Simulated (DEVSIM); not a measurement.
Structure: TaN/SiO2/p-GaAs capacitor, at 400 K.

| layer (left to right) | material | thickness (nm) | Na (cm⁻³) |
|---|---|---|---|
| 1 | SiO2 | 12.0 | - |
| 2 | GaAs | 12000 | 2.9e15 |

Metal gate on the left, work function 4.4 eV. Fixed charge at the semiconductor interface 8.6e10 cm⁻² (in units of +e); no interface traps.

Constants are typed, rounded textbook-type inputs, not results; the design itself was drawn at random and stands for no fabricated device. Values at 300 K; Nc and Nv go as T^1.5, mobilities as T to minus their exponent, the gap by Varshni's rule with the affinity fixed.

```
parameter         SiO2      GaAs
----------------  ----  --------
gap (eV)             9     1.424
affinity (eV)      0.9      4.07
permittivity       3.9      12.9
Nc (cm⁻³)            -    4.7e17
Nv (cm⁻³)            -      9e18
Varshni α (eV/K)     -  0.000541
Varshni β (K)        -       204
```

Simulated with DEVSIM: 1D Poisson equation in equilibrium, Boltzmann statistics, complete ionisation; no quantum confinement or tunnelling. Metal contacts follow the ideal Schottky-Mott rule: no Fermi-level pinning, no interface dipoles.

The interface trap density was swept, all else fixed.

```json
[
 {"interface trap density (cm^-2 eV^-1)": "0", "minimum of the low-frequency capacitance (μF/cm²)": "0.0186", "flat-band voltage (V)": "-0.80", "threshold voltage (band bending 2φF) (V)": "0.20"},
 {"interface trap density (cm^-2 eV^-1)": "1e10", "minimum of the low-frequency capacitance (μF/cm²)": "0.0199", "flat-band voltage (V)": "-0.81", "threshold voltage (band bending 2φF) (V)": "0.20"},
 {"interface trap density (cm^-2 eV^-1)": "1e11", "minimum of the low-frequency capacitance (μF/cm²)": "0.0317", "flat-band voltage (V)": "-0.83", "threshold voltage (band bending 2φF) (V)": "0.23"},
 {"interface trap density (cm^-2 eV^-1)": "3e11", "minimum of the low-frequency capacitance (μF/cm²)": "0.0547", "flat-band voltage (V)": "-0.87", "threshold voltage (band bending 2φF) (V)": "0.28"},
 {"interface trap density (cm^-2 eV^-1)": "1e12", "minimum of the low-frequency capacitance (μF/cm²)": "0.111", "flat-band voltage (V)": "-1.02", "threshold voltage (band bending 2φF) (V)": "0.48"},
 {"interface trap density (cm^-2 eV^-1)": "2e12", "minimum of the low-frequency capacitance (μF/cm²)": "(withheld)", "flat-band voltage (V)": "-1.24", "threshold voltage (band bending 2φF) (V)": "(withheld)"}
]
```

### Question
Complete the blanks.

### Answer

- 2e12, minimum of the low-frequency capacitance (μF/cm²): 0.156
- 2e12, threshold voltage (band bending 2φF) (V): 0.75
